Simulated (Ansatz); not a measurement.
The parent structure is MgO in the rock salt structure (space group Fm-3m, No. 225).

```yaml
crystal:
  lattice:
    - [0.00000, 2.10744, 2.10744]
    - [2.10744, 0.00000, 2.10744]
    - [2.10744, 2.10744, 0.00000]
  atoms:
    - { symbol: O, position: [0.00000, 0.00000, 0.00000] }
    - { symbol: Mg, position: [0.50000, 0.50000, 0.50000] }
```

Cartesian axes are those of the cell as printed.

Level of theory: plane-wave PAW DFT at the PBEsol level (Ansatz, an electronic-structure program, 420 eV), scalar-relativistic without spin-orbit coupling, earlier PAW set.

Strains are applied to the cell and any free atomic positions relax; under biaxial strain the out-of-plane vector relaxes too; under stress the whole cell relaxes.

One change was made to it. Results:

| quantity | base | after |
|---|---|---|
| electron mass | 0.34 mₑ (at Γ) | 0.36 mₑ along z, 0.34 mₑ across (at Γ) |
| volume per atom | 9.36 Å³ | 9.23 Å³ |
| band gap | 4.62 eV | 4.72 eV |

### Question
Which change produced these results?
(A) uniaxial stress, 8 GPa compression along z
(B) biaxial strain +0.76 %, plane normal [111], relaxed out of plane
(C) uniaxial strain ε_yy = +0.35 %
(D) uniaxial strain ε_yy = +4.07 %

### Answer
A, uniaxial stress, 8 GPa compression along z. For comparison, the band gap in the other runs: uniaxial strain ε_yy = +0.35 % gives 4.58 eV; biaxial strain +0.76 %, plane normal [111], relaxed out of plane gives 4.45 eV; uniaxial strain ε_yy = +4.07 % gives 4.19 eV.

Effective masses come from finite differences of ±0.01 Å⁻¹. Beyond what the load breaks, stability against distortions was not tested.
